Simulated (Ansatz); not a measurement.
## Hypothetical CdI2 type HfO2: carrier doping

Base system: HfO2 in the CdI2 type structure (space group P-3m1, No. 164; a hypothetical phase, not in the database extracts checked; layered, stacked along the Cartesian z axis).

```yaml
crystal:
  lattice:
    - [3.23986, 0.00000, 0.00000]
    - [-1.61993, 2.80580, 0.00000]
    - [0.00000, 0.00000, 4.66313]
  atoms:
    - { symbol: Hf, position: [0.00000, 0.00000, 0.00000] }
    - { symbol: O, position: [0.33333, 0.66667, 0.20844] }
    - { symbol: O, position: [0.66667, 0.33333, 0.79156] }
```

Carriers are added at fixed cell with a uniform background; the Fermi–Dirac width is that of 300 K.

All numbers come from Kohn–Sham DFT with the PBE-D3(BJ) functional, run in Ansatz (a quantum-chemistry and plane-wave program) with PAW and 420 eV plane waves, scalar-relativistic without spin-orbit coupling, earlier PAW set.

Notes on the quantities. Fermi level from band edge: Fermi level relative to the doped band's edge (positive inside the band; to 0.05 eV).

```csv
electron density (10^21 cm⁻³),Fermi level from band edge (eV)
1.5,0.10
2,?
3,0.20
20,0.75
```

**Question.** Fit E_F = C n^s, fitted as a line in log–log form (a parabolic band gives s = 2/3) to the rows shown and predict the withheld row.

**Answer.** Least squares on the printed values gives C = 0.08 eV, s = 0.76 (largest residual 0.02 eV); this predicts 0.13 eV, and the run gives 0.15 eV, in agreement.

Carriers are added with a uniform compensating background; total energy and stress of such cells depend on the potential's zero and are not compared; many-body gap narrowing is missing at this level. No phonon test of stability was made.
